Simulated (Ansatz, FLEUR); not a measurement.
A FLEUR input for a self-consistent single point of V (Im-3m, 1 atom in the cell) (DFT, PBEsol, all-electron FLAPW (FLEUR), scalar-relativistic valence):

Input of the input generator:

```
scf V
&input film=f /
-2.8511961001 2.8511961001 2.8511961001
2.8511961001 -2.8511961001 2.8511961001
2.8511961001 2.8511961001 -2.8511961001
1.0
1.0 1.0 1.0

1
23 0.0000000000 0.0000000000 0.0000000000

&comp jspins=1 /
&exco xctyp='PBEs' /
&kpt div1=15 div2=15 div3=15 /
&end /
```

```xml
<?xml version="1.0" encoding="UTF-8" standalone="no"?>
<fleurInput fleurInputVersion="0.39">
   <comment>
      scf V                                                                                               
   </comment>
   <calculationSetup>
      <cutoffs Kmax="4.0" Gmax="20.0" GmaxXC="20.0" numbands="0"/>
      <scfLoop itmax="100" minDistance="0.00001" maxIterBroyd="99" imix="Anderson" alpha="0.05" precondParam="0.0" spinf="2.0"/>
      <coreElectrons ctail="T" frcor="F" kcrel="0" coretail_lmax="0"/>
      <xcFunctional name="PBEs" relativisticCorrections="F"/>
      <magnetism jspins="1"/>
      <soc l_soc="F" theta="0.0" phi="0.0" spav="F"/>
      <expertModes spex="0" secvar="F"/>
      <geometryOptimization l_f="T" forcealpha="1.0" forcemix="BFGS" epsdisp="0.00001" epsforce="0.00001"/>
      <ldaU l_linMix="F" mixParam="0.05" spinf="1.0"/>
   </calculationSetup>
   <cell>
      <bzIntegration valenceElectrons="13.0" mode="hist" fermiSmearingEnergy="0.00367493">
         <kPointListSelection listName="default-1"/>
         <!-- k-points included here -->
         <xi:include xmlns:xi="http://www.w3.org/2001/XInclude" href="kpts.xml"> </xi:include>
      </bzIntegration>
      <!-- symmetry operations included here -->
      <xi:include xmlns:xi="http://www.w3.org/2001/XInclude" href="sym.xml"> </xi:include>
      <bulkLattice scale="1.0">
         <bravaisMatrix>
            <row-1>   -2.8511961001000001     2.8511961001000001     2.8511961001000001</row-1>
            <row-2>    2.8511961001000001    -2.8511961001000001     2.8511961001000001</row-2>
            <row-3>    2.8511961001000001     2.8511961001000001    -2.8511961001000001</row-3>
         </bravaisMatrix>
      </bulkLattice>
   </cell>
   <atomSpecies>
      <species name="Vanadium (V)" element="V" atomicNumber="23">
         <mtSphere radius="2.29" gridPoints="757" logIncrement="0.016"/>
         <atomicCutoffs lmax="6" lnonsphr="4"/>
         <electronConfig flipSpins="F">
            <coreConfig>(1s1/2) (2s1/2) (2p1/2) (2p3/2)</coreConfig>
            <valenceConfig>(3s1/2) (3p1/2) (3p3/2) (4s1/2) (3d3/2) (3d5/2)</valenceConfig>
            <stateOccupation state="(3d3/2)" spinUp="0.6" spinDown="0.6"/>
            <stateOccupation state="(3d5/2)" spinUp="0.9" spinDown="0.9"/>
         </electronConfig>
         <energyParameters s="4" p="4" d="3" f="4"/>
         <lo type="SCLO" l="0" n="3" eDeriv="0"/>
         <lo type="SCLO" l="1" n="3" eDeriv="0"/>
         <lo type="SCLO" l="1" n="3" eDeriv="1"/>
         <lo type="SCLO" l="2" n="3" eDeriv="2"/>
         <lo type="SCLO" l="3" n="4" eDeriv="2"/>
      </species>
   </atomSpecies>
   <atomGroups>
      <atomGroup species="Vanadium (V)">
         <relPos label="                   1">.0000000000 .0000000000 .0000000000</relPos>
         <force calculate="T" relaxXYZ="TTT"/>
      </atomGroup>
   </atomGroups>
   <output dos="F" band="F" slice="F">
      <checks vchk="F" cdinf="F"/>
      <bandDOS minEnergy="-.5*Htr" maxEnergy="0.5*Htr" sigma="0.015" storeEVData="T"/>
      <vacuumDOS vacdos="F" integ="F" star="F" nstars="0" locx1="0.0" locy1="0.0" locx2="0.0" locy2="0.0" nstm="0" tworkf="0.0"/>
      <unfoldingBand unfoldBand="F" supercellX="1" supercellY="1" supercellZ="1"/>
      <plotting iplot="0" polar="F">
         <plot TwoD="T" vec1="  1.0  0.0  0.0" vec2="  0.0  1.0  0.0" vec3="  0.0  0.0  1.0" zero="  0.0  0.0  0.0" file="plot"/>
      </plotting>
      <chargeDensitySlicing numkpt="0" minEigenval="0.0" maxEigenval="0.0" nnne="0" pallst="F"/>
      <specialOutput eonly="F"/>
      <magneticCircularDichroism mcd="F" energyLo="-10.0" energyUp="0.0"/>
   </output>
  <!-- We include the file relax.xml here to enable relaxations (see documentation) -->
  <xi:include xmlns:xi="http://www.w3.org/2001/XInclude" href="relax.xml"> <xi:fallback/> </xi:include>
</fleurInput>
```

Translate this input to Ansatz (a first-principles code).

This is the input that was run; spellings and numerical settings could be chosen otherwise.

Ansatz 0.2 input:
```yaml
# V
crystal:
  lattice:
    - [-1.508788, 1.508788, 1.508788]
    - [1.508788, -1.508788, 1.508788]
    - [1.508788, 1.508788, -1.508788]
  atoms:
    - { symbol: V, position: [0.000000, 0.000000, 0.000000] }
basis:
  ecutwfc: 420.0 eV
kpoints:
  mp_grid: { grid: [15, 15, 15] }
hamiltonian:
  xc: pbesol
  pseudopotentials: { kind: paw }
scf:
  occupations: { method: fermi_dirac, width: 0.1 eV }
output:
  forces: true
  eigenvalues: true
  stress: true
```

Basis settings and potentials, where a program has them, do not carry over. This input uses DFT, PBEsol, plane waves, default PAW files made with PBE.

The starting cell has typed, rounded lattice constants, without a prior relaxation at this level. Its lattice was rescaled by a random factor within 2.5 % of one.
